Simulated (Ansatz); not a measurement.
# The (111) surface of germanium, B on one of 4 atoms under the surface, Cl on every dangling bond (bottom of the slab: built like the top, H on every dangling bond, free)

Calculation: PBE (plane waves to 420 eV, PAW; Ansatz, a program for electronic structure).

Model: 40-atom slab, 14.6 Å thick at the start with caps and adatoms, 4x4x1 mesh, Fermi-Dirac 0.025 eV, dipole correction, 8 atoms held, the rest relaxed; start symmetry kept, larger cells not searched; spin-polarised, no spin-orbit, no U. The starting moment vanished. It is one candidate, not shown to be the stable structure of the face.

The energy released by relaxation is 1.58 eV. The magnetic moment of the cell is 0.00 μB. The cost is very roughly 70 core-minutes.
